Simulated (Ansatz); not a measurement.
## White tin (β-Sn)

Calculation: PBE in Ansatz (plane waves, PAW).

Numerical settings: plane-wave cutoff 520 eV, 24×24×24 k mesh, Fermi–Dirac smearing 0.093 eV (set by the program), scalar-relativistic PAW data made under PBE.

Cell: relaxed at this level.

```yaml
elastic constant C11: 56.6 GPa
elastic constant C12: 55.7 GPa
elastic constant C13: 30.2 GPa
elastic constant C33: 81.1 GPa
elastic constant C44: 19.4 GPa
elastic constant C66: 21.3 GPa
Voigt–Reuss–Hill bulk modulus: 47.4 GPa
polycrystal shear modulus (Hill average): 9.64 GPa
young_modulus: 27.1 GPa
poisson_ratio: 0.405
```

Measured, for comparison: elastic constant C11 75.3 GPa, elastic constant C12 61.6 GPa, elastic constant C13 44 GPa, elastic constant C33 95.5 GPa, elastic constant C44 21.9 GPa, elastic constant C66 23.4 GPa (temperature not stated, no zero-point or thermal correction; as tabulated in Blaschke (2018), arXiv:1804.01586). Computed (rounded) less measured: elastic constant C11 -25 %, elastic constant C12 -10 %, elastic constant C13 -31 %, elastic constant C33 -15 %, elastic constant C44 -11 %, elastic constant C66 -9 %.

Elastic constants are with the ions relaxed.

Spin–orbit coupling is not included.

The computed numbers hold no vibrational or temperature effects.

Cost on a shared machine: very roughly 80 core-minutes.

Ansatz is an electronic-structure program.
